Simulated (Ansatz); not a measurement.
Take CuAu (space group P4/mmm, No. 123; relaxed with 0.1 eV smearing) as the base.

```xyz
2
Lattice="2.8694 0.0000 0.0000 0.0000 2.8694 0.0000 0.0000 0.0000 3.6452" Properties=species:S:1:pos:R:3 pbc="T T T"
Cu     0.0000     0.0000     0.0000
Au     1.4347     1.4347     1.8226
```

Cartesian axes are those of the cell as printed.

Calculations: PBE (Ansatz, a first-principles code), spin-orbit coupling left out.

Before the change:

```
Property                         Value
-----------------------------  -------
Band gap                          zero
Shortest interatomic distance  2.727 Å
```

It is then changed as follows: the cell is compressed by 1.00 % along z with no lateral relaxation; the atoms relax in the strained cell.

Q: Estimate the effect on the band gap.

A: The band gap remains zero.

Q: How does this affect the energy relative to the base?

A: The energy goes up by 0.7 meV/atom.

Q: How does this affect the stress?

A: The stress (xx, yy, zz, yz, xz, xy; compression positive) is (1.4, 1.4, 1.5, 0.0, 0.0, 0.0) GPa.

Q: What happens to the shortest interatomic distance?

A: The shortest interatomic distance drops by 0.012 Å, from 2.727 Å to 2.715 Å.

Stability against distortions was not tested. All final runs are without spin polarisation.
